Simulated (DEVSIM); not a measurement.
Device: abrupt Ge p-n junction, at 400 K.

```
layer (left to right)  material  thickness (μm)  Nd (cm⁻³)  Na (cm⁻³)  τn (s)  τp (s)
---------------------  --------  --------------  ---------  ---------  ------  ------
1                            Ge            7.30          -     3.7e17  2.4e-5  2.4e-5
2                            Ge            5.70     3.9e16          -  2.4e-5  2.4e-5
```

Left contact: ohmic. Right contact: ohmic. Voltage is applied to the left contact. Recombination: SRH at mid-gap. Mobility is constant in doping.

Constants are typed, rounded textbook-type inputs, not results; the design itself was drawn at random and stands for no fabricated device. Values at 300 K; Nc and Nv go as T^1.5, mobilities as T to minus their exponent, the gap by Varshni's rule with the affinity fixed.

```csv
parameter,Ge
gap (eV),0.664
affinity (eV),4
permittivity,16
Nc (cm⁻³),1.04e19
Nv (cm⁻³),6e18
μn (cm²/Vs),3900
μp (cm²/Vs),1900
T exponent of μn,1.66
T exponent of μp,2.33
Varshni α (eV/K),0.000477
Varshni β (K),235
```

DEVSIM, 1D drift-diffusion, Boltzmann statistics, complete ionisation; no tunnelling, impact ionisation, image-force lowering or self-heating.

The temperature was swept, all else fixed.

```tsv
temperature (K)	potential step across the device at zero bias (V)	largest field in the device at zero bias (V/cm)
250	0.514	62000
300	0.448	58000
350	0.378	54000
400	0.306	49000
450	0.232	45000
500	0.164	[?]
```

Task: Fill in the missing entries.

Result: 
- 500, largest field in the device at zero bias (V/cm): 41000
